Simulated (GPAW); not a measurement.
Short convergence ladders for Cl (Cm, 4 atoms in the cell)

```xyz
4
Lattice="2.2467 -3.1294 0.0000 2.2467 3.1294 0.0000 0.0000 0.0000 8.2848" Properties=species:S:1:pos:R:3 pbc="T T T"
Cl     3.9407     0.0000     7.4814
Cl     2.7994     0.0000     3.2891
Cl     1.6940     0.0000     4.9957
Cl     0.5527     0.0000     0.8533
```

Base method: PBEsol, GPAW PAW datasets PBEsol (made by gpaw-setup) (plane waves; GPAW 25.7.0).

Base settings: mode = pw; ecut = 600 eV; xc = PBEsol; kpts = 3 3 2; mesh shift (steps) = 0 0 0; occupations.name = fermi-dirac; occupations.width = 0.01 eV; nbands = -6; convergence.density = 1e-05 e/electron; convergence.bands = -4.

**The width of Fermi-Dirac smearing**

The mesh stays at the base's, so the ladder's end is converged at best in this setting alone.

Only quantities that move along the ladder and can be compared are tabulated; the gap is left out on so coarse a mesh.

| occupations.width | free energy less the last step's (meV/atom) | pressure (GPa) | largest difference of a force vector from the last step's (eV/Å) |
|---|---|---|---|
| 1 eV | -556.29 | 5.10 | 2.883 |
| 0.5 eV | -67.11 | 0.69 | 0.799 |
| 0.2 eV | -0.41 | -0.72 | 0.017 |
| 0.1 eV | 0.00 | -0.74 | 0.000 |
| 0.02 eV | 0.00 | -0.74 | 0.000 |

Widest occupations.width that holds the pressure within 1 GPa of the last step, with all finer ones: 0.2 eV; the step before is off by 1.4 GPa.

Widest occupations.width that holds the forces within 0.02 eV/Å of the last step, with all finer ones: 0.2 eV; the step before is off by 0.80 eV/Å.

Widest occupations.width that holds the free energy within 5 meV/atom of the last step, with all finer ones: 0.2 eV; the step before is off by 67 meV/atom.

**The setting conv density**

Moved along: convergence.energy, convergence.eigenstates.

The mesh stays at the base's, so the ladder's end is converged at best in this setting alone.

Only quantities that move along the ladder and can be compared are tabulated; the gap is left out on so coarse a mesh.

| convergence.density | pressure (GPa) | largest difference of a force vector from the last step's (eV/Å) |
|---|---|---|
| 0.01 e/electron | -1.12 | 1.333 |
| 0.001 e/electron | -0.73 | 0.075 |
| 0.0001 e/electron | -0.74 | 0.009 |
| 1e-05 e/electron | -0.74 | 0.001 |
| 1e-06 e/electron | -0.74 | 0.000 |
| 1e-07 e/electron | -0.74 | 0.000 |

Coarsest convergence.density that holds the pressure within 0.1 GPa of the last step, with all finer ones: 0.001 e/electron; the step before is off by 0.38 GPa.

Coarsest convergence.density that holds the forces within 0.005 eV/Å of the last step, with all finer ones: 1e-05 e/electron; the step before is off by 0.009 eV/Å.

On the base run: the starting cell has typed, rounded lattice constants, without a prior relaxation at this level. Its lattice was rescaled by up to half a per cent. One atom was moved a little off its site on purpose.
